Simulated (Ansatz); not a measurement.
Base system: SiO₂ (space group P3_221, No. 154; a = 5.022 Å, c = 5.510 Å).

Computed with PBE/PAW in Ansatz (a quantum-chemistry and plane-wave program), without spin-orbit coupling.

Strains are applied to the cell and any free atomic positions relax.

One change was made to it. Results:

| quantity | base | after |
|---|---|---|
| energy relative to the base (free energy F) | 0 meV/atom | +0.7 meV/atom |
| electron mass | 0.51 mₑ (at Γ) | 0.50 mₑ (at Γ) |
| band gap | 5.68 eV | 5.74 eV |
| pressure (mean of the normal stresses, compression positive) | 0.00 GPa | 0.77 GPa |
| largest internal atomic displacement | – | 0.056 Å |

Problem. Which change produced these results?
(A) isotropic strain −1.50 %
(B) isotropic strain −3.00 %
(C) isotropic strain −0.75 %
(D) isotropic strain −2.25 %

Solution. C, isotropic strain −0.75 %. For comparison, the band gap in the other runs: isotropic strain −2.25 % gives 5.86 eV; isotropic strain −3.00 % gives 5.93 eV; isotropic strain −1.50 % gives 5.80 eV.

Masses are band curvatures over ±0.01 Å⁻¹ around the edge. Stability against distortions was not tested.
